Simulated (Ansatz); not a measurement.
Start from MoS₂ in the 2H-MoS2 type structure (space group P6_3/mmc, No. 194; a = 3.173 Å, c = 12.437 Å; layered, stacked along the Cartesian z axis). Axes: x lies along a and z along c of the hexagonal cell.

Level of theory: r2SCAN+rVV10 (Ansatz, an electronic-structure program, PAW, no spin-orbit coupling), earlier PAW set.

The change: an isotropic linear strain of +0.86 %; the atoms relax in the strained cell.

Question: Predict the stress tensor and what it implies for the stiffness.

Answer: Stress of the strained cell less that of the base (GPa, compression positive):
```
  -2.48    0.00    0.00
   0.00   -2.48    0.00
   0.00    0.00   -0.49
```

Then B = −ΔP/(ΔV/V₀) with ΔV/V₀ = 0.0260 gives secant stiffness values (nonlinear terms included at this strain): B (at held cell shape, above the free-shape value) ≈ 70 GPa.

Stability against distortions was not tested.
